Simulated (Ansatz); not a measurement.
Competing hops of interstitial O in fcc Cu, neutral cell

System: interstitial O in fcc Cu (neutral cell). Level of theory: PBE, PAW (plane waves to 420 eV; Ansatz, a first-principles code).

Settings: 32 host sites, the relaxed PBE lattice, a 3×3×3 k-point mesh shifted by half a step, smearing 0.10 eV, spin-restricted, no image-charge correction. No zero-point or tunnelling terms. Sites that were not tried may lie lower.

Barriers: single points on a 5×5×5 k-point mesh shifted by half a step at the bands' geometries (they differ from the bands' own by up to 0.05 eV, and are uncertain by about as much).

```csv
Route,Start site over the lowest site run (eV),Hop (Å),Forward barrier (eV),Backward barrier (eV),Neighbours at the start,Neighbours at the saddle,Saddle order,"Forward, on the band's own sampling (eV)"
O moves alone to another site,0.00,1.58,0.47,0.20,6 Cu at 1.99 Å,"3 Cu at 1.85, Cu at 2.24 Å","not checked, on a symmetry element",0.44
```

Paths come from climbing-image nudged elastic band runs.  A band can be held on a symmetry element, so unchecked saddle points there may be too high.

The whole set of runs took about 4 core-hours (a rough figure).
